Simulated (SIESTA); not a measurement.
**A series of runs on MoP2O7 (P2_1, 20 atoms in the cell)**

```
CELL_PARAMETERS angstrom
      4.87883     0.00000     0.00000
      0.00000     8.24513     0.00000
     -1.99724     0.00000     6.67094
ATOMIC_POSITIONS crystal
  Mo 0.78133 0.05212 0.27153
  Mo 0.21867 0.55212 0.72847
  P  0.61493 0.36352 0.49683
  P  0.38507 0.86352 0.50317
  P  0.23637 0.28835 0.11017
  P  0.76363 0.78835 0.88983
  O  0.42643 0.14675 0.08932
  O  0.57357 0.64675 0.91068
  O  0.99079 0.23086 0.18290
  O  0.00921 0.73086 0.81710
  O  0.13763 0.39010 0.92798
  O  0.86237 0.89010 0.07202
  O  0.14651 0.98609 0.46311
  O  0.85349 0.48609 0.53689
  O  0.28564 0.69215 0.50530
  O  0.71436 0.19215 0.49470
  O  0.43421 0.38006 0.64000
  O  0.56579 0.88006 0.36000
  O  0.42223 0.40603 0.27848
  O  0.57777 0.90603 0.72152
```
Moments meant for the start (each program seeds them in its own way; μB, in the order of the atoms Mo Mo P P P P O O O O O O O O O O O O O O): 2.0 2.0 0.0 0.0 0.0 0.0 0.0 0.0 0.0 0.0 0.0 0.0 0.0 0.0 0.0 0.0 0.0 0.0 0.0 0.0.

Base run A: GGA PBEsol, numerical atomic orbitals DZP, PseudoDojo PBEsol standard norm-conserving potentials (rewritten from UPF to PSML) (SIESTA), self-consistent single point.

Its settings: XC.functional = GGA; XC.authors = PBEsol; potentials = PseudoDojo PBEsol standard; PAO.BasisSize = DZP; PAO.EnergyShift = 0.01 Ry; MeshCutoff = 300 Ry; kgrid.MonkhorstPack = 4 2 3; OccupationFunction = FD; ElectronicTemperature = 10 meV; Spin = polarized; MaxSCFIterations = 150; SCF.Mixer.Method = Pulay; SCF.Mixer.Weight = 0.1; SCF.Mixer.History = 8; SCF.DM.Tolerance = 1.0E-04.

The starting cell comes from a database of computed structures (which also holds hypothetical and non-ambient phases and stackings), without a prior relaxation at this level. Its lattice was rescaled by a random factor within 2.5 % of one. The magnetic order is the one reached from the typed start; others were not searched systematically. Values carry the incompleteness of an atom-centred basis. In the base run, with a pressure of about 8 GPa the cell is away from its equilibrium volume at this level. In the base run, forces exceed 1 eV/Å.

ΔF is the free energy per atom less that of run A. A dash stands where there is no value to compare (another energy zero or no entropy term, no result, no spin, no clean gap, or a mesh too coarse for one). 

Run A gave: pressure (GPa) 7.51; largest force (eV/Å) 2.026; gap on the mesh (eV) 0.025; size of the net moment (μB/atom) 0.20.

Runs:
- B: lattice scaled by 0.97
- C: lattice scaled by 0.97; MeshCutoff: 300 Ry → 180 Ry
- D: lattice scaled by 0.985
- E: lattice scaled by 0.985; MeshCutoff: 300 Ry → 180 Ry
- F: lattice scaled by 1.015
- G: lattice scaled by 1.015; MeshCutoff: 300 Ry → 180 Ry
- H: lattice scaled by 1.03
- I: lattice scaled by 1.03; MeshCutoff: 300 Ry → 180 Ry
- J: MeshCutoff: 300 Ry → 180 Ry

Q: What does run C change against A?

A: The free energy rises by 134 meV/atom, the pressure goes from 7.51 to 30.69 GPa, the largest force goes from 2.026 to 4.257 eV/Å and the size of the net moment stays at 0.20 μB/atom.

| run | ΔF (meV/atom) | pressure (GPa) | largest force (eV/Å) | gap on the mesh (eV) | size of the net moment (μB/atom) |
|---|---|---|---|---|---|
| A | 0.00 | 7.51 | 2.026 | 0.025 | 0.20 |
| B | 133.4 | 30.74 | 4.265 | – | 0.20 |
| C | 133.9 | 30.69 | 4.257 | – | 0.20 |
| D | 46.6 | 17.99 | 3.062 | 0.009 | 0.20 |
| E | 47.1 | 17.98 | 3.055 | 0.009 | 0.20 |
| F | -11.7 | -1.04 | 1.200 | 0.041 | 0.20 |
| G | -11.4 | -1.03 | 1.214 | 0.041 | 0.20 |
| H | 6.5 | -7.92 | 0.649 | 0.053 | 0.20 |
| I | 6.9 | -7.92 | 0.659 | 0.053 | 0.20 |
| J | 0.51 | 7.50 | 2.030 | 0.025 | 0.20 |
